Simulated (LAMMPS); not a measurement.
MD from the crystal across the composition of Cu (fcc) with a share x of Cu sites Pd; all at 300 K and zero pressure.

Computed with classical MD, pair style eam, the elements' _u3.eam files (universal-3 set of Foiles, Baskes and Daw); code LAMMPS.

```csv
x,volume,state,enthalpy,T (K)
0.25,12.8489 ± 0.0002 Å³/atom,crystal; no diffusion seen in 30 ps,-3.6139 ± 0.0001 eV/atom,300
0.5,13.5675 ± 0.0001 Å³/atom,crystal; no diffusion seen in 30 ps,-3.7299 ± 0.0001 eV/atom,300
0.75,14.2257 ± 0.0001 Å³/atom,crystal; no diffusion seen in 30 ps,-3.8006 ± 0.0001 eV/atom,300
```

Caution: the random arrangement on this lattice is imposed, and need not be a phase that exists in equilibrium.

States go by the mean squared displacement: a species diffuses where it passes 1.5 Å², still rises and gives D over 1e-6 cm²/s; a crystal has left its structure where atoms lie 0.35 Å off their sites on average or a cubic box changes its shape by 3 %, or the axial ratios of another lie 8 % off the starting cell's, which the potential's own relaxation can also do.

Uncertainties are statistical and leave out the potential's own error.
